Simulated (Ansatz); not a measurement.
A computed series for GaN: response to strain

Base system: GaN in the zinc blende structure (space group F-43m, No. 216; a = 4.4554 Å). Axes: x, y, z lie along the cube axes.

Strains are applied to the cell and any free atomic positions relax; under biaxial strain the out-of-plane vector relaxes too.

The values are results of LDA (Ansatz, a program for electronic structure), no SOC, not measurements.

Notes on the quantities. in-plane stress: mean in-plane stress (compression positive).

```tsv
case	band gap	ratio −ε⊥/ε∥	in-plane stress
base	1.96 eV	–	–
biaxial strain −3.00 %, plane normal [001], relaxed out of plane	2.03 eV	1.06	+9.1 GPa
biaxial strain −2.50 %, plane normal [001], relaxed out of plane	2.02 eV	1.06	+7.5 GPa
biaxial strain −2.00 %, plane normal [001], relaxed out of plane	2.01 eV	1.07	+5.9 GPa
biaxial strain −1.50 %, plane normal [001], relaxed out of plane	1.99 eV	1.08	+4.3 GPa
biaxial strain +0.50 %, plane normal [001], relaxed out of plane	…	–	-1.3 GPa
biaxial strain +1.00 %, plane normal [001], relaxed out of plane	1.83 eV	…	…
biaxial strain +1.50 %, plane normal [001], relaxed out of plane	1.78 eV	…	-3.9 GPa
biaxial strain +2.00 %, plane normal [001], relaxed out of plane	1.72 eV	1.13	-5.1 GPa
biaxial strain +3.00 %, plane normal [001], relaxed out of plane	1.61 eV	1.14	-7.4 GPa
```

**Question.** Complete the table.

**Answer.** 
- biaxial strain +0.50 %, plane normal [001], relaxed out of plane, band gap: 1.89 eV
- biaxial strain +1.00 %, plane normal [001], relaxed out of plane, ratio −ε⊥/ε∥: 1.11
- biaxial strain +1.00 %, plane normal [001], relaxed out of plane, in-plane stress: -2.6 GPa
- biaxial strain +1.50 %, plane normal [001], relaxed out of plane, ratio −ε⊥/ε∥: 1.12

Stability against distortions was not tested. This is not the structure that GaN has at room temperature and ambient pressure.
